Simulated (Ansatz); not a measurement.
## KI: energy against strain

KI (rock salt, Fm-3m, 42.978 Å³/atom at rest) under an equal strain ε in the (111) plane with the normal axis free, as in a coherent film. PBEsol in Ansatz, a plane-wave DFT program (PAW, default set), 420 eV, 8×8×8 Γ-centred mesh, Fermi-Dirac smearing 0.05 eV; ions are relaxed within the symmetry of each cell.

Here s stands for strain and y for E less E0.

| strain (%) | E less E0 (meV/atom) |
|---|---|
| -2.50 | ? |
| -1.25 | 0.67 |
| -0.83 | 0.30 |
| -0.42 | 0.08 |
| 0.00 | 0.00 |
| 0.42 | 0.06 |
| 0.83 | 0.26 |
| 1.25 | 0.60 |

### Question
Using a parabola, estimate the missing y at s = -2.50 from the other rows, showing the fit.

### Answer
Least squares gives y = -0.001 - 0.0266·s + 0.4071·s². Residuals (row less fit): 0.002, -0.002, -0.002, 0.001, 0.000, 0.003, -0.002; standard error 0.002 (degrees of freedom: 4). Twice the quadratic coefficient over the volume, 2 × 0.4071 meV × 10⁴ × 0.1602 / 42.978 Å³, is twice the biaxial elastic modulus of this plane = 30 ± 0.1 GPa. At the withheld row, y = -0.001 - 0.0266 × (-2.50) + 0.4071 × (-2.50)² = 2.610 meV/atom. The calculation gives 2.71 meV/atom, 0.100 meV/atom above the prediction (3.7 % of the range of y in the table). The row lies outside the fitted rows, so this is an extrapolation. The fitted rows scatter only by rounding.

One order more, fitted to all 13 runs of the series, follows each within 0.01, so the miss is the next term of a smooth law. Rows are the converged runs of the series near zero and its far end; series whose fitted rows scatter by over a few per cent of the range, as at a crossing or softening among them, aren't shown in this form. Most that stay on the fit to the last digits aren't either.
